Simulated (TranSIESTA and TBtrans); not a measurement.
# Au chain with a Cl atom beside one bond

Junction: Au chain with a Cl atom beside one bond. Leads: straight Au chain, spacing 2.55 Å. Geometry: 3 atoms about the centre moved by SIESTA (PBE, DZP) to a largest force of 0.06 eV/Å, all others as built. Transport runs along z; the first 6 and the last 6 of the 21 atoms are the lead cells, repeated to infinity.

```xyz
21
Lattice="9.000 0.000 0.000 0.000 9.000 0.000 0.000 0.000 51.000" Properties=species:S:1:pos:R:3 pbc="F F T"
Au     4.500     4.500     0.000
Au     4.500     4.500     2.550
Au     4.500     4.500     5.100
Au     4.500     4.500     7.650
Au     4.500     4.500    10.200
Au     4.500     4.500    12.750
Au     4.500     4.500    15.300
Au     4.500     4.500    17.850
Au     4.500     4.500    20.400
Au     4.399     4.500    22.889
Au     4.406     4.500    25.559
Au     4.500     4.500    28.050
Au     4.500     4.500    30.600
Au     4.500     4.500    33.150
Cl     6.357     4.500    24.222
Au     4.500     4.500    35.700
Au     4.500     4.500    38.250
Au     4.500     4.500    40.800
Au     4.500     4.500    43.350
Au     4.500     4.500    45.900
Au     4.500     4.500    48.450
```

TranSIESTA and TBtrans, PBE, DZ numerical orbitals (energy shift 0.15 eV), PseudoDojo norm-conserving scalar-relativistic potentials, mesh cutoff 200 Ry, 300 K, no spin polarisation, no spin-orbit coupling; self-consistent non-equilibrium Green functions.

Conductance at 300 K (G0 = 2e²/h): 0.080
Thermopower (μV/K): 110
Mean T from −0.5 to 0.5 eV: 0.29

Energies count from the leads' Fermi level. Transmissions are for one spin of a degenerate pair. The energy step is 0.01 eV; narrower resonances are cut or missed.

```tsv
E (eV)	T	lead channels
-2.00	1.28	3
-1.80	1.74	3
-1.60	2.30	3
-1.40	1.42	3
-1.20	1.53	band edge
-1.00	1.38	band edge
-0.80	1.28	band edge
-0.60	1.10	4
-0.40	0.79	4
-0.20	0.71	4
0.00	0.085	band edge
0.20	0.011	1
0.40	0.00019	1
0.60	0.018	1
0.80	0.095	1
1.00	0.22	1
1.20	0.37	1
1.40	0.50	1
1.60	0.60	1
1.80	0.69	1
2.00	0.75	1
```

The leads' channel count changes near 0.01 eV, within the thermal window, so values at the Fermi level hang on where that band edge falls. The straight chain is held at its spacing; free chains may zigzag or dimerise. No spin-polarised start was tried, so a magnetic state, if there is one, is missed. Spin-orbit coupling, left out here, matters for the heavy atoms.
